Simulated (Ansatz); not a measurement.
The reference is BP in the zinc blende structure (space group F-43m, No. 216).

```
CELL_PARAMETERS angstrom
      0.00000     2.24526     2.24526
      2.24526     0.00000     2.24526
      2.24526     2.24526     0.00000
ATOMIC_POSITIONS crystal
  B  0.00000 0.00000 0.00000
  P  0.25000 0.25000 0.25000
```

Cartesian axes are those of the cell as printed.

Calculations: LDA (Ansatz, a program for electronic structure, PAW, without spin-orbit coupling).

For the base:

| Item | Value |
|---|---|
| Band gap | 1.14 eV |

Perturbation: compressive biaxial strain of 0.42 % in the plane normal to [111], as in epitaxy on a mismatched substrate; the out-of-plane cell vector and the atoms relax.

### Question
What happens to the out-of-plane strain?

### Answer
The out-of-plane strain is +0.09 %.

### Question
What happens to the energy relative to the base?

### Answer
The energy goes up by 0.6 meV/atom.

### Question
Estimate the effect on the band gap.

### Answer
The band gap drops by 0.028 eV (1.14 eV → 1.12 eV).

No phonon test of stability was made.
